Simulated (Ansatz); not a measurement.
Abridged Ansatz (a program for electronic structure) output:

```
Relaxation: its limit of steps is 60 (relax.max_steps)
Pseudopotential: Co, paw, valence charge 17
Pseudopotential: Si, paw, valence charge 4
Crystal: 8 atoms, lattice volume = 78.217 Å³
Basis set: ecut = 420 eV, 1551 PW (Γ), exchange–correlation on 60×60×60 points (8 copies of the dense FFT grid, shifted against one another)
Bands: 51, of which v1, the nominal top of the filled ones, is band 42 counted from 1 (41 counted from 0)
Symmetry: 12 space group operations
k-points: 76 of 1331 (time reversal used)
Functional: x = pbe(κ = 0.804, μ = 0.2195149727645171), c = pbe(β = 0.06672455060314922)
SCF iter   1: F=—  HF=-23053.175254 eV  |F-HF|=—  |Δ(HF+E_count)|=         —  Δρ=9.68e-2  dr2=7.20e0  ethr=3.10e-3  ⟨swp⟩=6.7  Hψ=15239  notcnv=0  defer=9
SCF iter   2: F=—  HF=-23052.586448 eV  |F-HF|=—  |Δ(HF+E_count)|=   5.89e-1  Δρ=5.00e-2  dr2=2.42e0  ethr=3.10e-3  ⟨swp⟩=2.0  Hψ=4979  notcnv=0  defer=172
SCF 1 converged in 9 iterations: F = -23051.968761 eV  dr2 = 1.80e-9
relax step   1: F+E_penalty+E_count = -23051.96876144 eV  Δ(F+E_penalty+E_count) = +0.000e0 eV  max|allowed force component| = 7.089e-5 eV/Å  Δτ_max = 0.0000 Å  P = +30.003 GPa  Ω = 78.217 Å³  (9 SCF iters, dr2 threshold 1.00e-7 eV, accepted)
[... steps on the carried basis left out ...]
relax step   6: F+E_penalty+E_count = -23051.26543593 eV  Δ(F+E_penalty+E_count) = +2.046e-3 eV  max|allowed force component| = 3.565e-4 eV/Å  Δτ_max = 0.0000 Å  P = +45.003 GPa  Ω = 75.193 Å³  stress off target by 2.96e-3 GPa  SCF on the basis re-selected at this cell (its energy is not comparable with the rows above)  (7 SCF iters)
SCF converged after 7 iterations
Free energy (F): -23051.265436 eV
Internal energy: -23051.255943 eV  (E = F + TS)
E sigma→0 (E₀):  -23051.260690 eV
Entropy (-TS):   -0.009493 eV (-1.187 meV/atom)
Fermi energy:    19.772970 eV
--- Forces (eV/Å), atoms counted from 1 ---
  atom   1  Co    -0.00023545    -0.00023545    -0.00023545
  atom   2  Co    -0.00023545     0.00023545     0.00023545
  atom   3  Co     0.00023545    -0.00023545     0.00023545
  atom   4  Co     0.00023545     0.00023545    -0.00023545
  atom   5  Si     0.00035651     0.00035651     0.00035651
  atom   6  Si     0.00035651    -0.00035651    -0.00035651
  atom   7  Si    -0.00035651     0.00035651    -0.00035651
  atom   8  Si    -0.00035651    -0.00035651     0.00035651
--- Stress (GPa, compression-positive) ---
       45.002958       0.000000      -0.000000
       -0.000000      45.002958       0.000000
       -0.000000      -0.000000      45.002958
  P = ⅓ Tr σ = 45.0030 GPa (450.030 kbar)
--- Relaxed structure (5 steps of the walk, 5 accepted, 1 SCFs on fresh bases) ---
  cell:  # Å, volume = 75.1928 Å³
    - [4.220773832623922, 0.0, 0.0]
    - [0.0, 4.220773832623922, 1.2037062152420224e-35]
    - [0.0, 1.2037062152420224e-35, 4.220773832623922]
  atoms:
    - { symbol: Co, position: [0.14841642360093832, 0.14841642360093832, 0.14841642360093832] }
    - { symbol: Co, position: [0.6484164236009382, 0.3515835763990617, 0.8515835763990618] }
    - { symbol: Co, position: [0.8515835763990618, 0.6484164236009382, 0.3515835763990617] }
    - { symbol: Co, position: [0.3515835763990617, 0.8515835763990618, 0.6484164236009382] }
    - { symbol: Si, position: [0.8446367379577014, 0.8446367379577014, 0.8446367379577014] }
    - { symbol: Si, position: [0.34463673795770156, 0.6553632620422984, 0.15536326204229842] }
    - { symbol: Si, position: [0.15536326204229842, 0.34463673795770156, 0.6553632620422984] }
    - { symbol: Si, position: [0.6553632620422984, 0.15536326204229842, 0.34463673795770156] }
```

Task: What was computed, and what are the main results?

Result: CoSi, 8 atoms in the cell, with Ansatz PBE, scalar-relativistic without spin-orbit coupling, earlier PAW set, from a series relaxed to a target (pressure 45 GPa). The last SCF converged to F = -23051.265436 eV, or -2881.4082 eV per atom, at a pressure of 45.00 GPa. The total energy compares only with runs of the same code, potentials and settings.

Load acts through the strain it causes; cell and atoms are relaxed under it. No phonon test of stability was made. Competing high-pressure phases were not computed. The final runs are not spin-polarised. The cell was made from CoSi (space group P2_13, No. 198; non-magnetic) by this change: pressure 45 GPa.

Keys are those of Ansatz 0.2.
